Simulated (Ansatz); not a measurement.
**PtAs2: response to strain**

Base system: PtAs2 (space group Pa-3, No. 205).

```yaml
crystal:
  lattice:
    - [5.98046, 0.00000, 0.00000]
    - [0.00000, 5.98046, 0.00000]
    - [0.00000, 0.00000, 5.98046]
  atoms:
    - { symbol: As, position: [0.38301, 0.38301, 0.38301] }
    - { symbol: As, position: [0.61699, 0.61699, 0.61699] }
    - { symbol: As, position: [0.11699, 0.61699, 0.88301] }
    - { symbol: As, position: [0.88301, 0.38301, 0.11699] }
    - { symbol: As, position: [0.88301, 0.11699, 0.61699] }
    - { symbol: As, position: [0.11699, 0.88301, 0.38301] }
    - { symbol: As, position: [0.61699, 0.88301, 0.11699] }
    - { symbol: As, position: [0.38301, 0.11699, 0.88301] }
    - { symbol: Pt, position: [0.00000, 0.00000, 0.00000] }
    - { symbol: Pt, position: [0.50000, 0.00000, 0.50000] }
    - { symbol: Pt, position: [0.50000, 0.50000, 0.00000] }
    - { symbol: Pt, position: [0.00000, 0.50000, 0.50000] }
```

Cartesian axes are those of the cell as printed.

Strains are applied to the cell and any free atomic positions relax; under biaxial strain the out-of-plane vector relaxes too.

Method: Ansatz (an electronic-structure program) PBEsol, no SOC.

Only one of these has no band gap. Which?
A) biaxial strain −1.14 %, plane normal [111], relaxed out of plane
B) uniaxial strain ε_yy = −5.27 %
C) biaxial strain +1.46 %, plane normal [111], relaxed out of plane
D) uniaxial strain ε_zz = −0.14 %

C, biaxial strain +1.46 %, plane normal [111], relaxed out of plane. Computed: biaxial strain +1.46 %, plane normal [111], relaxed out of plane: zero; biaxial strain −1.14 %, plane normal [111], relaxed out of plane: 0.21 eV; uniaxial strain ε_zz = −0.14 %: 0.28 eV; uniaxial strain ε_yy = −5.27 %: 0.31 eV

With Pt present, leaving out spin-orbit coupling can change the band edges. Stability against distortions was not tested. The final runs are not spin-polarised. The zero or small gap of PtAs2 can change with the level of theory.
